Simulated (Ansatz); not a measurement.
## ZrB2 under a change: isotropic strain +2.00 %

Take ZrB2 (space group P6/mmm, No. 191; a = 3.171 Å, c = 3.542 Å; relaxed with 0.1 eV smearing) as the base.

It is then changed as follows: an isotropic linear strain of +2.00 %; the atoms relax in the strained cell.

The values are results of PBE, PAW, 420 eV (Ansatz, a program for electronic structure; no spin-orbit coupling), not measurements. k-mesh 21×21×16 (Γ-centred); smearing 0.1 eV (Fermi–Dirac).

The space group stays P6/mmm (No. 191) and the shortest interatomic distance increases by 0.037 Å to 1.868 Å. The energy goes up by 26 meV/atom and the pressure (mean of the normal stresses, compression positive) goes from zero to -12.6 GPa. The band gap remains zero.

Final structure:

```yaml
crystal:
  lattice:
    - [3.23486, 0.00000, 0.00000]
    - [-1.61743, 2.80147, 0.00000]
    - [0.00000, 0.00000, 3.61266]
  atoms:
    - { symbol: Zr, position: [0.00000, 0.00000, 0.00000] }
    - { symbol: B, position: [0.66667, 0.33333, 0.50000] }
    - { symbol: B, position: [0.33333, 0.66667, 0.50000] }
```

No phonon test of stability was made. All final runs are without spin polarisation.
